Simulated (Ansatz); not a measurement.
Worked example: self-consistent single point of Cs2TlInF6 (Fm-3m, 20 atoms in the cell) in Ansatz (a quantum-chemistry and plane-wave program).

Level of theory: r2SCAN, default PAW files made with PBE (plane waves; Ansatz).

The change in words: 1 x 1 x 2 supercell, mesh divided and rounded up; kpoints.mp_grid.grid: 3 3 3 → 3 3 2. Reference geometry:
```
Cs2TlInF6
1.0
    0.00000     4.86886     4.86886
    4.86886     0.00000     4.86886
    4.86886     4.86886     0.00000
Cs Tl In F
2 1 1 6
Cartesian
  7.30330   7.30330   7.30330
  2.43443   2.43443   2.43443
  0.00000   0.00000   0.00000
  4.86886   4.86886   4.86886
  2.72987   4.86886   4.86886
  7.00785   4.86886   4.86886
  4.86886   2.72987   4.86886
  4.86886   7.00785   4.86886
  4.86886   4.86886   2.72987
  4.86886   4.86886   7.00785
```

Reference input (self-consistent single point, DFT, r2SCAN, plane waves, default PAW files made with PBE): basis.ecutwfc = 500 eV; kpoints.mp_grid.grid = 3 3 3; hamiltonian.xc = r2scan; hamiltonian.pseudopotentials = {kind: paw} (the program's default PAW files); scf.occupations.method = fixed. This run's input differs from it in these lines:

Ansatz 0.2 input:
```diff
@@ -4,14 +4,24 @@
     - [4.868864, 0.000000, 4.868864]
-    - [4.868864, 4.868864, 0.000000]
+    - [9.737728, 9.737728, 0.000000]
   atoms:
-    - { symbol: Cs, position: [0.750000, 0.750000, 0.750000] }
-    - { symbol: Cs, position: [0.250000, 0.250000, 0.250000] }
+    - { symbol: Cs, position: [0.750000, 0.750000, 0.375000] }
+    - { symbol: Cs, position: [0.750000, 0.750000, 0.875000] }
+    - { symbol: Cs, position: [0.250000, 0.250000, 0.125000] }
+    - { symbol: Cs, position: [0.250000, 0.250000, 0.625000] }
     - { symbol: Tl, position: [0.000000, 0.000000, 0.000000] }
-    - { symbol: In, position: [0.500000, 0.500000, 0.500000] }
-    - { symbol: F, position: [0.719660, 0.280340, 0.280340] }
-    - { symbol: F, position: [0.280340, 0.719660, 0.719660] }
-    - { symbol: F, position: [0.280340, 0.719660, 0.280340] }
-    - { symbol: F, position: [0.719660, 0.280340, 0.719660] }
-    - { symbol: F, position: [0.280340, 0.280340, 0.719660] }
-    - { symbol: F, position: [0.719660, 0.719660, 0.280340] }
+    - { symbol: Tl, position: [0.000000, 0.000000, 0.500000] }
+    - { symbol: In, position: [0.500000, 0.500000, 0.250000] }
+    - { symbol: In, position: [0.500000, 0.500000, 0.750000] }
+    - { symbol: F, position: [0.719660, 0.280340, 0.140170] }
+    - { symbol: F, position: [0.719660, 0.280340, 0.640170] }
+    - { symbol: F, position: [0.280340, 0.719660, 0.359830] }
+    - { symbol: F, position: [0.280340, 0.719660, 0.859830] }
+    - { symbol: F, position: [0.280340, 0.719660, 0.140170] }
+    - { symbol: F, position: [0.280340, 0.719660, 0.640170] }
+    - { symbol: F, position: [0.719660, 0.280340, 0.359830] }
+    - { symbol: F, position: [0.719660, 0.280340, 0.859830] }
+    - { symbol: F, position: [0.280340, 0.280340, 0.359830] }
+    - { symbol: F, position: [0.280340, 0.280340, 0.859830] }
+    - { symbol: F, position: [0.719660, 0.719660, 0.140170] }
+    - { symbol: F, position: [0.719660, 0.719660, 0.640170] }
 basis:
@@ -19,3 +29,3 @@
 kpoints:
-  mp_grid: { grid: [3, 3, 3] }
+  mp_grid: { grid: [3, 3, 2] }
 hamiltonian:
```

Output (repeated stretches shortened):

```
SCF iter   1: F=—  HF=-66621.522785 eV  |F-HF|=—  |Δ(HF+E_count)|=         —  Δρ=8.04e-3  dr2=2.71e-1  dr2_τ=3.20e-1  ethr=1.77e-3  ⟨swp⟩=5.0  Hψ=2700  notcnv=0  defer=144
all-band conjugate gradients solve this SCF's bands
preconditioner: auto → Resta (q_TF=auto, 2.314 Å⁻¹)
SCF iter   2: F=—  HF=-66621.760181 eV  |F-HF|=—  |Δ(HF+E_count)|=   2.37e-1  Δρ=3.54e-3  dr2=2.95e-2  dr2_τ=5.47e-3  ethr=1.57e-4  ⟨swp⟩=2.0  Hψ=1684  notcnv=0  defer=144
   [... lines left out ...]
SCF iter   5: F=—  HF=-66621.754315 eV  |F-HF|=—  |Δ(HF+E_count)|=   1.98e-5  Δρ=5.75e-5  dr2=1.71e-5  dr2_τ=1.56e-6  ethr=1.42e-7  ⟨swp⟩=2.0  Hψ=1424  notcnv=0  defer=144
SCF iter   6: F=—  HF=-66621.754192 eV  |F-HF|=—  |Δ(HF+E_count)|=   1.23e-4  Δρ=1.51e-5  dr2=1.01e-6  dr2_τ=6.47e-8  ethr=9.96e-9  ⟨swp⟩=2.0  Hψ=1414  notcnv=0  defer=124
SCF iter   7: F=-66621.754193 eV  HF=-66621.754193 eV  |F-HF|=6.04e-9  |Δ(HF+E_count)|=   6.21e-7  Δρ=3.18e-6  dr2=5.06e-8  dr2_τ=3.12e-9  ethr=5.81e-11  ⟨swp⟩=15.6  Hψ=5288  notcnv=0
SCF 1 converged in 7 iterations: F = -66621.754193 eV  dr2 = 5.06e-8
Free energy (F): -66621.754193 eV
Internal energy: -66621.754193 eV  (E = F + TS)
E sigma→0 (E₀):  -66621.754193 eV
Fermi energy:    2.478181 eV
--- Forces (eV/Å), atoms counted from 1 ---
  atom   1  Cs     0.00000555     0.00000555    -0.00000440
  atom   2  Cs     0.00000555     0.00000555    -0.00000440
  atom   3  Cs    -0.00000555    -0.00000555     0.00000440
  atom   4  Cs    -0.00000555    -0.00000555     0.00000440
  atom   5  Tl    -0.00000000    -0.00000000     0.00000000
  atom   6  Tl    -0.00000000    -0.00000000     0.00000000
  atom   7  In     0.00000000     0.00000000     0.00000000
  atom   8  In     0.00000000     0.00000000     0.00000000
  atom   9  F      0.52380859    -0.00002166     0.00002494
   [... lines left out ...]
  atom  20  F     -0.00002526    -0.00002526    -0.52380199
--- Stress (GPa, compression-positive) ---
       -3.610157      -0.000031       0.000039
       -0.000031      -3.610157       0.000039
        0.000038       0.000038      -3.610260
  P = ⅓ Tr σ = -3.6102 GPa (-36.102 kbar)
  The stress holds the Pulay correction. Without it, at fixed plane waves, as pw.x and ABINIT print it: P = -3.6635 GPa
```

The run converged in 7 iterations. Against the reference run the free energy stays essentially unchanged (within 1 meV/atom), the pressure stays at -3.61 GPa, the largest force stays at 0.524 eV/Å and the gap on the mesh goes from 4.762 to 4.601 eV.

The starting cell comes from a database of computed structures (which also holds hypothetical and non-ambient phases and stackings), without a prior relaxation at this level. Its lattice was rescaled by a random factor within 2.5 % of one. Spin-orbit coupling is off. With a pressure of about -4 GPa the cell is away from its equilibrium volume at this level. Ansatz's pressure includes its estimate of the finite-basis (Pulay) stress.

The mesh has a lower symmetry than the crystal, so small forces and shears that the space group forbids can appear.
